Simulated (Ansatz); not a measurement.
Consider Si in the diamond structure (space group Fd-3m, No. 227; a = 5.434 Å).

It is then changed as follows: full substitution Si → Mg; the structure is relaxed again.

Levels (all Ansatz, an electronic-structure program, PAW, earlier PAW set): PBEsol (420 eV, no SOC); r2SCAN (500 eV, no SOC).

The geometry is relaxed with PBEsol.

| Item | Result |
|---|---|
| PBEsol pressure | 0.0 GPa |

Problem. How does going to r2SCAN change the pressure?

Solution. The pressure goes from zero to 0.4 GPa.

Single points use the geometry relaxed with PBEsol. Their cutoffs differ, which shifts pressures a little. Stability against distortions was not tested. As relaxed here, Mg is a hypothetical phase, not in the database extracts checked.
